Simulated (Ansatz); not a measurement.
**Effect of pressure 2.1 GPa on Pb**

The parent structure is Pb in the fcc (Cu type) structure (space group Fm-3m, No. 225; a = 4.931 Å).

The change: cell and atoms relaxed at a pressure of 2.1 GPa.

Method: plane-wave PAW DFT at the PBEsol level (Ansatz, a program for electronic structure, 420 eV), scalar-relativistic without spin-orbit coupling. k-mesh 16×16×16 (Γ-centred); smearing 0.05 eV (Fermi–Dirac).

Volume per atom: 28.84 Å³ (base 29.98 Å³)
Lattice parameter a: 4.868 Å (base 4.931 Å)
Shortest interatomic distance: 3.442 Å (base 3.487 Å)
Enthalpy H = E + PV relative to the base's energy: +0.39 eV/atom
Band gap: zero (base zero)

Final structure:

```yaml
crystal:
  lattice:
    - [0.00000, 2.43402, 2.43402]
    - [2.43402, 0.00000, 2.43402]
    - [2.43402, 2.43402, 0.00000]
  atoms:
    - { symbol: Pb, position: [0.00000, 0.00000, 0.00000] }
```

Cost of the whole job for the changed cell (relaxation, final SCF and bands): about 16 core-seconds (a rough figure).

Load acts through the strain it causes; cell and atoms are relaxed under it. Whether these cells are dynamically stable was not tested.
